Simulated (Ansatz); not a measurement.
Data:

```
CELL_PARAMETERS angstrom
      0.00000     1.99313     1.99313
      1.99313     0.00000     1.99313
      1.99313     1.99313     0.00000
ATOMIC_POSITIONS crystal
  Li 0.00000 0.00000 0.00000
  F  0.50000 0.50000 0.50000
```

These are PBE, rigid bands (plane waves, PAW, scalar-relativistic; Ansatz, a first-principles code) values and carry that method's errors. Condition of this run: hydrostatic pressure of 1.2 GPa (compression positive) (the target of the relaxation). Cell: cell and atoms relaxed with PBEsol, then loaded as said.

### Question
What conductivity effective mass do dilute electrons have at 300 K?

### Answer
0.92 mₑ.

### Question
What conductivity effective mass do dilute holes have at 300 K?

### Answer
3.5 mₑ.

### Question
And the band gap?

### Answer
9.37 eV at this level; semilocal functionals usually fall short of the measured gap.

Rigid bands, one relaxation time for all states, no polarons. Spin-orbit coupling is left out. Geometry: cell and atoms relaxed with PBEsol.
